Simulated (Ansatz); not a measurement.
Take ZnCu2SnS4 (space group I-4, No. 82; a = 5.468 Å, c = 10.935 Å) as the base.

Calculations: PBE, PAW, 420 eV (Ansatz, a first-principles code; no SOC).

One change was made to it. Results:

The lattice parameter a drops by 0.053 Å (5.468 Å → 5.415 Å); the band gap goes from zero to 0.13 eV; the valence-band top at Γ (three highest levels, from the VBM) amounts to 0.00, -0.06, -0.06 eV.

Problem. Name the change that was made.
(A) pressure 9 GPa
(B) pressure 15 GPa
(C) pressure 2.1 GPa

Solution. C, pressure 2.1 GPa. For comparison, the band gap in the other runs: pressure 9 GPa gives 0.34 eV; pressure 15 GPa gives 0.49 eV.

Load acts through the strain it causes; cell and atoms are relaxed under it. No phonon test of stability was made. No other phases were tried under pressure. The final runs are not spin-polarised. Gaps under 0.05 eV, about the width of the smearing, are given as zero. The zero or small gap of ZnCu2SnS4 can change with the level of theory.
